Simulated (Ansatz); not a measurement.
Start from BN in the zinc blende structure (space group F-43m, No. 216).

```xyz
2
Lattice="0.0000 1.8028 1.8028 1.8028 0.0000 1.8028 1.8028 1.8028 0.0000" Properties=species:S:1:pos:R:3 pbc="T T T"
B      0.0000     0.0000     0.0000
N      0.9014     0.9014     0.9014
```

Cartesian axes are those of the cell as printed.

Level of theory: PBEsol (Ansatz, an electronic-structure program; PAW; 420 eV plane waves; scalar-relativistic without spin-orbit coupling).

Strains are applied to the cell and any free atomic positions relax.

One change was made to it. Results:

| quantity | base | after |
|---|---|---|
| energy relative to the base (free energy F) | 0 meV/atom | +0.4 meV/atom |
| valence-band top at Γ (three highest levels, from the VBM) | 0.00, 0.00, 0.00 eV | 0.00, -0.05, -0.05 eV |
| band gap | 4.30 eV | 4.21 eV |
| smallest direct gap | 8.81 eV | 8.77 eV |

Question: Name the change that was made.
(A) uniaxial strain ε_zz = −1.00 %
(B) uniaxial strain ε_zz = −0.50 %
(C) uniaxial strain ε_zz = +2.00 %

Answer: B, uniaxial strain ε_zz = −0.50 %. For comparison, the band gap in the other runs: uniaxial strain ε_zz = −1.00 % gives 4.12 eV; uniaxial strain ε_zz = +2.00 % gives 4.10 eV.

Whether these cells are dynamically stable was not tested.
